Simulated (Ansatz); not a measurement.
Effect of biaxial strain −2.50 %, plane normal [001], relaxed out of plane on HgTe

Base system: HgTe in the zinc blende structure (space group F-43m, No. 216; a = 6.4350 Å). Axes: x, y, z lie along the cube axes.

The change: compressive biaxial strain of 2.50 % in the plane normal to [001], as in epitaxy on a mismatched substrate; the out-of-plane cell vector and the atoms relax.

The values are results of Kohn–Sham DFT with the LDA functional, run in Ansatz (a quantum-chemistry and plane-wave program) with PAW and 420 eV plane waves, no spin-orbit coupling, not measurements. k-mesh 9×9×9 (Γ-centred); smearing 0.05 eV (Fermi–Dirac).

The volume per atom drops by 0.534 Å³ to 32.77 Å³ and the space group changes from F-43m (No. 216) to I-4m2 (No. 119). The shortest interatomic distance shrinks by 0.024 bohr to 5.242 bohr and the energy increases by 5.6 meV/atom. The pressure (mean of the normal stresses, compression positive) goes from zero to 0.7 GPa and the band gap stays zero. The out-of-plane strain comes out as +3.51 % (rough) and the mean in-plane stress (compression positive) comes out as +1.1 GPa (rough).

The mesh was chosen for an insulator and is coarse for the gapless case. Without a gap, meshes like the base's 9×9×9 leave anisotropic stresses uncertain by several tenths of a GPa, and small strain energies with them. Spin-orbit coupling, missing from the scalar runs, can matter with Hg and Te. Whether these cells are dynamically stable was not tested. All final runs are without spin polarisation. The zero or small gap of HgTe can change with the level of theory.
